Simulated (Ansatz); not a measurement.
Band structure of Be (P6_3/mmc, 4 atoms in the cell).

```
CELL_PARAMETERS angstrom
      2.31973     0.00000     0.00000
     -1.15986     2.00894     0.00000
      0.00000     0.00000     7.46374
ATOMIC_POSITIONS crystal
  Be 0.00000 0.00000 0.00000
  Be 0.00000 0.00000 0.50000
  Be 0.33333 0.66667 0.25000
  Be 0.66667 0.33333 0.75000
```

Method: PBE (plane waves, PAW; Ansatz, an electronic-structure program).

Settings: kpoints.mp_grid.grid = 16 16 5; hamiltonian.xc = pbe; hamiltonian.pseudopotentials = {kind: paw} (the program's default PAW files); scf.occupations.method = gaussian; scf.occupations.width = 0.136 eV; kpoints.band_path.npoints = 8.

The starting cell was generated: these elements placed on a structure prototype, without a prior relaxation; it need not be a known phase or ordering of this composition. Its lattice was rescaled by a random factor within 2.5 % of one.

Levels in eV from the Fermi level, bands 1 to 7:
```
point       1       2      3      4      5      6      7
-----  ------  ------  -----  -----  -----  -----  -----
Γ      -10.93   -8.92  -8.90  -4.40   0.35   9.25   9.25
M       -4.64   -3.80  -3.42  -2.60   0.94   0.96   3.90
K       -1.84   -1.84  -1.01  -0.97  -0.47  -0.47   2.27
A      -10.43  -10.43  -6.47  -6.47   3.56   3.56  15.42
L       -4.34   -4.34  -2.94  -2.94   1.45   1.45   3.32
H       -1.86   -1.86  -0.99  -0.99  -0.45  -0.45   2.31
```

Bands cross the Fermi level along this path, so the cell is metallic at this level.

Keys are those of Ansatz 0.2.
